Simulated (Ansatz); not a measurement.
Cubic perovskite KNiF3 was calculated with LDA in Ansatz (PAW).

Run with plane-wave cutoff 520 eV, 8×8×8 k mesh, Fermi–Dirac smearing 0.01 eV, spin-polarised with parallel moments, scalar-relativistic PAW data made under PBE.

Computed at the level's own relaxed cell.

Q: Give the computed volume per atom and equilibrium lattice constant a.

A: 
volume per atom: 11.63 Å³/atom
equilibrium lattice constant a: 3.874 Å

Note: the magnetic order was assumed, not searched for or taken from measurement; the moments ended far under their starting size, a low-moment state that need not be the lowest; the volume lies 9 % below that of the published cell; functionals without U or exact exchange can leave correlated insulators metallic, so the missing gap need not be real.

Static lattice: no zero-point or thermal effects.

The result took very roughly 9 core-minutes.

Ansatz is a first-principles code.
